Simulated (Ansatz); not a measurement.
Data:

End structure of a constructed model of the (110) surface of bcc Nb, p(2x2) layer of Sn, one a cell, on the site that continues the host's stacking (bottom of the slab: a bare face, its two planes held):

```
CELL_PARAMETERS angstrom
      5.73464     0.00000     0.00000
     -1.91155     5.40667     0.00000
      0.00000     0.00000    30.50000
ATOMIC_POSITIONS crystal
  Nb 0.25000 0.25000 0.26417
  Nb 0.25000 0.75000 0.26417
  Nb 0.75000 0.25000 0.26417
  Nb 0.75000 0.75000 0.26417
  Nb 0.50000 0.50000 0.34093
  Nb 0.50000 0.00000 0.34093
  Nb 0.00000 0.50000 0.34093
  Nb 0.00000 0.00000 0.34093
  Nb 0.75000 0.75000 0.41737
  Nb 0.75000 0.25000 0.41768
  Nb 0.25000 0.75000 0.41768
  Nb 0.25000 0.25000 0.41748
  Nb 0.99920 0.99920 0.49413
  Nb 0.00059 0.49941 0.49417
  Nb 0.49941 0.00059 0.49417
  Nb 0.50080 0.50080 0.49413
  Nb 0.25000 0.25000 0.57072
  Nb 0.25000 0.75000 0.57094
  Nb 0.75000 0.25000 0.57094
  Nb 0.75000 0.75000 0.57128
  Nb 0.49009 0.49009 0.64488
  Nb 0.51019 0.98981 0.64713
  Nb 0.98981 0.51019 0.64713
  Nb 0.00991 0.00991 0.64488
  Sn 0.75000 0.75000 0.71967
```

Model: 25-atom slab, 14.4 Å thick at the start, 7x7x1 mesh, Fermi-Dirac 0.1 eV, dipole correction, 8 atoms held, the rest relaxed; symmetry of the start imposed; no spin, no spin-orbit, no U. It is one candidate, not shown to be the stable structure of the face.

Question: Estimate the work function of the top face that PBE in Ansatz (a first-principles code) returns for this input.

Answer: 4.64 eV
